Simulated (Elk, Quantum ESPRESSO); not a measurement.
Equation of state of bcc Ta (space group 229): energy against volume (Elk, PBE)

```
CELL_PARAMETERS angstrom
     -1.62066     1.62066     1.62066
      1.62066    -1.62066     1.62066
      1.62066     1.62066    -1.62066
ATOMIC_POSITIONS crystal
  Ta 0.00000 0.00000 0.00000
```

Computed with PBE, all-electron FP-LAPW, Elk's shipped species files, APW+lo basis with extra local orbitals (Elk 10.2.4). Settings: xctype = 20; rgkmax = 8.55; stype = 3; swidth = 0.00183747 Ha; ngridk = 25 25 25; gmaxvr = 14 1/bohr; nxlo = 2; lorbcnd = true; rmtscf = 0.89; lmaxi = 3; sphere radii = {Ta: 2.492} bohr. The cell above is the first row's. The rows scale it uniformly. In all rows the k mesh is held. E is the free energy at the stated smearing, counted from the lowest row.

| V (Å^3/atom) | E (meV/atom) |
|---|---|
| 17.027 | ? |
| 17.397 | 44.75 |
| 17.767 | 19.86 |
| 18.137 | 5.27 |
| 18.508 | 0.00 |
| 18.878 | 3.18 |
| 19.248 | 14.11 |
| 19.618 | 32.37 |
| 19.988 | 57.08 |

The 8 complete rows are fitted with the third-order Birch-Murnaghan form, a cubic in V^(-2/3), E against V. With u = V^(-2/3) - 0.142, the rows have u = 0.006942, 0.004867, 0.002863, 0.000920, -0.000953, -0.002767, -0.004523, -0.006225. Least squares gives E = 0.490 - 1676.03·u + 1176020·u² - 2399801·u³. Residuals (row less fit): 0.024, -0.053, -0.005, 0.058, 0.023, -0.072, 0.019, 0.006; standard error 0.057 (degrees of freedom: 4). Its minimum lies at u = 0.000714, so V0 = (0.142714)^(-3/2) = 18.55. There d²E/du² = 2342000 and d³E/du³ = -1.440e7, so B0 = (4/9) × 18.55^(-7/3) × 2342000 × 0.160218 = 183 GPa (the last factor turns the table's units into GPa), and B0' = 4 + (2/3) × 0.142714 × (-1.440e7)/2342000 = 3.4.

**Question.** Estimate the missing E (V = 17.027); what did the run itself give?

**Answer.** u = 0.009092, so E = 0.490 - 1676.03 × 0.009092 + 1176020 × 0.009092² - 2399801 × 0.009092³ = 80.663 meV/atom. The calculation gives 80.64 meV/atom, 0.023 meV/atom below the prediction (under 0.05 % of the range of E in the table). The row lies outside the fitted rows, so this is an extrapolation. From the scatter of the fitted rows alone, a prediction at this place has a standard error of 0.169 meV/atom, so the miss is 0.1 times that.

Carrying the step between the two nearest rows on in a straight line would have given 69.64, off by 11.00; series whose last step already gives the withheld value aren't shown. The scan was laid around a cell of about the measured size, scaled by a guess for this functional. A plane-wave scan with the same functional (Quantum ESPRESSO, GBRV) gives V0 = 18.28 Å^3/atom and B0 = 194 GPa; a Birch-Murnaghan fit to all rows here lies 1.5 % from it in V0 and -5 % in B0; the two differ in basis, and may differ in potentials and mesh. Spin polarisation is off. Values depend on the basis (sphere radii, cutoffs, local orbitals), which need not be converged. Spin-orbit coupling is off. Sphere radii are the same in all rows. Cutoffs and mesh are single choices, not tested for convergence of this quantity. Series with a scatter that would blur these digits, or in which a gap closes, are not shown. Nor are scans whose minimum lies at an end fitted in this form.
